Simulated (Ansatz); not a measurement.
System: CsCl-type TiCo. Method: r²SCAN+rVV10 (PAW; Ansatz, a quantum-chemistry and plane-wave program).

Numerical settings: plane-wave cutoff 600 eV, 22×22×22 k mesh, Fermi–Dirac smearing 0.032 eV (set by the program), no spin polarisation, scalar-relativistic PAW data made under PBE.

Computed at the level's own relaxed cell.

Hill averages of the elastic tensor: K = 197.7 GPa, G = 39.9 GPa. Volume 12.742 Å³/atom, mean atomic mass 53.400 u.

Q: Work out the density, the sound velocities of a polycrystal and the elastic Debye temperature at this level.

A: ρ = 1.66054 × 53.400/12.742 = 6.959 g/cm³. v_l = √[(K + 4G/3)/ρ] = 6.005 km/s and v_t = √(G/ρ) = 2.394 km/s. The mean follows from 3/v_m³ = 1/v_l³ + 2/v_t³: v_m = 2.712 km/s. Θ_D = (ħ/k_B) v_m (6π²/V)^(1/3) = 76.38 K Å s/km × 2.712 × 1.6688 Å⁻¹ = 346 K, counting all atoms of the cell.
